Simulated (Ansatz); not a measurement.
Computed with PBE (plane waves to 420 eV, PAW; Ansatz, a program for electronic structure).

Planar average of the electrostatic potential across the slab, in eV from the highest filled level, for a constructed model of the (111)B surface of zinc-blende GaAs, As-terminated, 2x2 As adatom at T4 (bottom of the slab: 3 H on 4 bottom sites):

(z (Å), V (eV)): (3.67, 5.27); (3.95, 5.27); (4.24, 5.27); (4.52, 5.27); (4.80, 5.27); (5.08, 5.27); (5.37, 5.27); (5.65, 5.27); (5.93, 5.26); (6.21, 5.26); (6.50, 5.25); (6.78, 5.23); (7.06, 5.18); (7.34, 5.07); (7.62, 4.82); (7.91, 4.10); (8.19, 3.37); (8.47, 3.58); (8.75, 2.98); (9.04, 1.10); (9.32, -0.96); (9.60, -2.93); (9.88, -5.21); (10.17, -5.80); (10.45, -4.02); (10.73, -2.32); (11.01, -1.83); (11.30, -0.60); (11.58, 1.70); (11.86, 2.67); (12.14, 2.11); (12.43, 0.06); (12.71, -2.17); (12.99, -4.07); (13.27, -5.97); (13.56, -5.66); (13.84, -3.36); (14.12, -1.59); (14.40, -1.19); (14.69, 0.17); (14.97, 2.24); (15.25, 2.70); (15.53, 1.69); (15.81, -0.73); (16.10, -3.11); (16.38, -4.54); (16.66, -5.58); (16.94, -5.28); (17.23, -3.15); (17.51, -1.16); (17.79, -0.36); (18.07, 0.43); (18.36, 1.72); (18.64, 1.94); (18.92, 1.29); (19.20, -0.28); (19.49, -2.39); (19.77, -4.43); (20.05, -4.90); (20.33, -4.19); (20.62, -3.33); (20.90, -2.21); (21.18, -1.02); (21.46, 0.45); (21.75, 1.53); (22.03, 2.54); (22.31, 3.08); (22.59, 3.34); (22.87, 3.90); (23.16, 4.41); (23.44, 4.62); (23.72, 4.72); (24.00, 4.76); (24.29, 4.78); (24.57, 4.79); (24.85, 4.80); (25.13, 4.80); (25.42, 4.80); (25.70, 4.80); (25.98, 4.80); (26.26, 4.80)

Slab: 36 atoms, 14.1 Å thick at the start with caps and adatoms; k 3x3x1, smearing 0.025 eV, dipole-corrected; 8 atoms held, the rest relaxed; start symmetry kept, larger cells not searched; no spin, no spin-orbit, no U. In PBE it is, or lies within 0.01 eV a 1x1 cell of, the lowest of the 3 structures of its composition computed so far; subsurface sites and larger cells were not tried.

The surface cell has an area of 57.18 Å². What dipole along the normal does the step between the two vacuum levels imply?

the top vacuum level lies 0.47 eV below the bottom one; p = −ε₀ A ΔV (ε₀ = 0.005526 e/(V·Å)) gives 0.15 e·Å a cell.
